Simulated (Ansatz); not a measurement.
Consider a As ion moving along [001] in Si (Fd-3m), on the centre line of the channel, 1.37 Å from the nearest row of atoms, at 0.2 atomic units of velocity (74.3 keV). The periodic cell holds 64 host atoms, 10.9 × 10.9 Å across the path and 10.9 Å along it, and uses an absorbing far layer at Γ.

Problem. What electronic stopping power does real-time TDDFT give (Ansatz, a first-principles code, PBE functional, plane-wave PAW, adiabatic)?

Solution. 7.6 eV/Å, or 76 eV/nm. Host atoms are fixed, cores are frozen and nuclear stopping is left out; the value is of this one path, not of a random one. The dependence on the size of the cell was not tested for this case.
